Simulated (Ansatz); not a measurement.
**RhPb (space group P6/mmm, No. 191)**

```cif
data_Pb3Rh3
_chemical_formula_sum 'Rh3 Pb3'
_space_group_name_H-M_alt 'P 1'
_space_group_IT_number 1
_cell_length_a 5.66305
_cell_length_b 5.66305
_cell_length_c 4.44174
_cell_angle_alpha 90.000
_cell_angle_beta 90.000
_cell_angle_gamma 120.000
loop_
_space_group_symop_operation_xyz
  'x, y, z'
loop_
_atom_site_label
_atom_site_type_symbol
_atom_site_fract_x
_atom_site_fract_y
_atom_site_fract_z
_atom_site_occupancy
Rh1 Rh 0.00000 0.50000 0.00000 1
Rh2 Rh 0.50000 0.00000 0.00000 1
Rh3 Rh 0.50000 0.50000 0.00000 1
Pb1 Pb 0.66667 0.33333 0.50000 1
Pb2 Pb 0.33333 0.66667 0.50000 1
Pb3 Pb 0.00000 0.00000 0.00000 1
```

Method: plane-wave PAW DFT at the PBEsol level (Ansatz, an electronic-structure program, 420 eV), spin-orbit coupling left out. Γ-centred 10×10×11 mesh, Fermi–Dirac width 0.05 eV.

The volume per atom comes out as 20.56 Å³ and the density is 12.52 g/cm³. The band gap is zero and the total energy is -9046.917 eV/atom (σ→0; compares only within this code and set-up).

Stability against distortions was not tested. All final runs are without spin polarisation.
